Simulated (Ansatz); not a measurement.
Given:

```
CELL_PARAMETERS angstrom
      0.00000     3.62713     3.62713
      3.62713     0.00000     3.62713
      3.62713     3.62713     0.00000
ATOMIC_POSITIONS crystal
  K  0.00000 0.00000 0.00000
  I  0.50000 0.50000 0.50000
```

No spin polarisation.

Level of theory: plane-wave PAW DFT at the PBE level (Ansatz, an electronic-structure program, 420 eV), no spin-orbit coupling. k-mesh 8×8×8 (Γ-centred); smearing 0.05 eV (Fermi–Dirac).

Q: What is the computed hole mass (degenerate bands, along [100])?

A: 0.53, 2.9, 2.9 mₑ (at Γ).

Q: What is the computed band gap?

A: 3.79 eV.

Q: What is the computed electron mass?

A: 0.35 mₑ (at Γ).

Q: Predict the pressure.

A: -2.9 kbar.

With I present, leaving out spin-orbit coupling can change the band edges. The cells carry an imposed strain or load. Effective masses come from finite differences of ±0.01 Å⁻¹. Whether these cells are dynamically stable was not tested. The cell was made from KI in the rock salt structure (space group Fm-3m, No. 225) by this change: isotropic strain +1.00 %.
